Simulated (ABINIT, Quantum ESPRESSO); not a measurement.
A Quantum ESPRESSO input for a self-consistent single point of PbSe (Fm-3m, 2 atoms in the cell) (DFT, PBE, plane waves, PseudoDojo standard norm-conserving (PBE) pseudopotentials):

```fortran
&CONTROL
    calculation = 'scf'
    prefix = 'pbse'
    outdir = './tmp/'
    pseudo_dir = './'
    verbosity = 'high'
    tprnfor = .true.
    tstress = .true.
/
&SYSTEM
    ibrav = 2
    celldm(1) = 11.56512388
    nat = 2
    ntyp = 2
    ecutwfc = 90
    occupations = 'smearing'
    smearing = 'fd'
    degauss = 0.000734986
/
&ELECTRONS
    conv_thr = 1.0d-10
    mixing_beta = 0.3
/
ATOMIC_SPECIES
Pb   207.2000  Pb.upf
Se    78.9710  Se.upf
ATOMIC_POSITIONS {crystal}
Pb    0.00000000    0.00000000    0.00000000
Se    0.50000000    0.50000000    0.50000000
K_POINTS {automatic}
6 6 6  0 0 0
```

Q: Write the same calculation as an input for ABINIT.

A: This is the input that was run; spellings and numerical settings could be chosen otherwise.

```
# PbSe, PseudoDojo nc-sr-05 PBE standard
pp_dirpath "./"
pseudos "Pb.upf, Se.upf"
acell 4.3274935009 4.3274935009 4.3274935009 Angstrom
rprim
         0.0000000000    0.7071067812    0.7071067812
         0.7071067812    0.0000000000    0.7071067812
         0.7071067812    0.7071067812    0.0000000000
natom 2
ntypat 2
znucl 82 34
typat 1 2
xred
         0.0000000000    0.0000000000    0.0000000000
         0.5000000000    0.5000000000    0.5000000000
ecut 43
ixc 11
occopt 3
tsmear 0.00036749
nband 21
kptopt 1
ngkpt 6 6 6
nshiftk 1
shiftk 0 0 0
nstep 60
toldfe 1.0e-09
prtwf 0
prtden 0
```

Basis settings and potentials, where a program has them, do not carry over. This input uses DFT, PBE, plane waves, norm-conserving pseudopotentials (PseudoDojo nc-sr-05 PBE standard). Both were run: pressure 2.32 GPa in Quantum ESPRESSO and 2.31 in ABINIT; gap on the mesh 0.291 eV in Quantum ESPRESSO and 0.291 in ABINIT.

On ABINIT: the starting cell has typed, rounded lattice constants, without a prior relaxation at this level. Spin-orbit coupling is off.

On Quantum ESPRESSO: the starting cell has typed, rounded lattice constants, without a prior relaxation at this level. Spin-orbit coupling is off.
